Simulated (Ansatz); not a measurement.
Results of PBEsol (plane waves, PAW; Ansatz, an electronic-structure program) for Al3BC (P6₃/mmc, No. 194, 10 atoms in the cell; start mp-1228446).

Numerical settings: plane-wave cutoff 520 eV, 12×12×4 k mesh (along the axes of the cell as run), scalar-relativistic PAW data made under PBE.

Cell (relaxed at this level):

```
Al3BC
1.0
    3.48508     0.00000     0.00000
   -1.74254     3.01817     0.00000
    0.00000     0.00000    11.49911
Al B C
6 2 2
Direct
  0.66667   0.33333   0.92426
  0.33333   0.66667   0.07574
  0.33333   0.66667   0.42426
  0.66667   0.33333   0.57574
  0.00000   0.00000   0.75000
  0.00000   0.00000   0.25000
  0.00000   0.00000   0.00000
  0.00000   0.00000   0.50000
  0.33333   0.66667   0.25000
  0.66667   0.33333   0.75000
```

**Question.** What does this level give for the Voigt–Reuss–Hill bulk modulus, polycrystal shear modulus (Hill average), Young modulus and Poisson ratio?

**Answer.** 
* **Voigt–Reuss–Hill bulk modulus**: 148 GPa
* **polycrystal shear modulus (Hill average)**: 130 GPa
* **Young modulus**: 302 GPa
* **Poisson ratio**: 0.159

Note: the relaxation could not lower the start's symmetry, so the cell can be a saddle point above a distorted one.

Elastic constants are with the ions relaxed.

Computed values are for the static lattice.

A start named mp-… is a Materials Project structure, which need not be a measured phase.
